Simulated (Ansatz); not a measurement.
```
CELL_PARAMETERS angstrom
      3.23203     0.00000     0.00000
     -1.61601     2.79902     0.00000
      0.00000     0.00000     5.17305
ATOMIC_POSITIONS crystal
  Zr 0.33333 0.66667 0.25000
  Zr 0.66667 0.33333 0.75000
```

Computed with PBE, DFPT electron-phonon coupling, linearised Boltzmann equation (plane waves, PAW, scalar-relativistic; Ansatz, a quantum-chemistry and plane-wave program). Condition of this run: functional PBE, cell relaxed with it. Cell: relaxed with this functional, without spin-orbit coupling.

**Question.** What phonon-limited resistivity does this give at 300 K?

**Answer.** 50 (x), 50 (y), 42 (z) μΩ·cm.

**Question.** And the electrons' mean free path at that temperature?

**Answer.** 3.6 (x), 3.6 (y), 3.2 (z) nm, weighted by the current that each state carries. Wires not much wider than this gain resistivity from their walls.

A metal at this level (no band gap). Only scattering by harmonic phonons is included (no impurities, grain boundaries, electron-electron scattering or thermal expansion). Spin-orbit coupling is left out. Halving the electron mesh (32x32x16) moves the resistivity by up to 4 % at 300 K, the mean free path by up to 5 %. Smearing 0.20 eV; phonons on a 5x5x3 q mesh, which this run doesn't test.
